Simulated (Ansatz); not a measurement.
NaBeH3 (Pm-3m, No. 221, 5 atoms in the cell; start mp-23729)

These are HSE06 in Ansatz (plane waves, PAW) values and carry that method's errors.

Numerical settings: plane-wave cutoff 460 eV, 6×6×6 k mesh, Fermi–Dirac smearing 0.01 eV, scalar-relativistic PAW data made under PBE.

Cell (relaxed with PBEsol):

```cif
data_H3BeNa
_chemical_formula_sum 'Na1 Be1 H3'
_space_group_name_H-M_alt 'P 1'
_space_group_IT_number 1
_cell_length_a 3.32559
_cell_length_b 3.32559
_cell_length_c 3.32559
_cell_angle_alpha 90.000
_cell_angle_beta 90.000
_cell_angle_gamma 90.000
loop_
_space_group_symop_operation_xyz
  'x, y, z'
loop_
_atom_site_label
_atom_site_type_symbol
_atom_site_fract_x
_atom_site_fract_y
_atom_site_fract_z
_atom_site_occupancy
Na1 Na 0.50000 0.50000 0.50000 1
Be1 Be 0.00000 0.00000 0.00000 1
H1 H 0.50000 0.00000 0.00000 1
H2 H 0.00000 0.50000 0.00000 1
H3 H 0.00000 0.00000 0.50000 1
```

```yaml
band_gap: 1.79 eV (on the SCF k mesh) (indirect)
smallest_direct_gap_on_the_k_points_sampled: 4.98 eV
```

The computed numbers hold no vibrational or temperature effects.

A start named mp-… is a Materials Project structure, which need not be a measured phase.

Ansatz is a program for electronic structure.
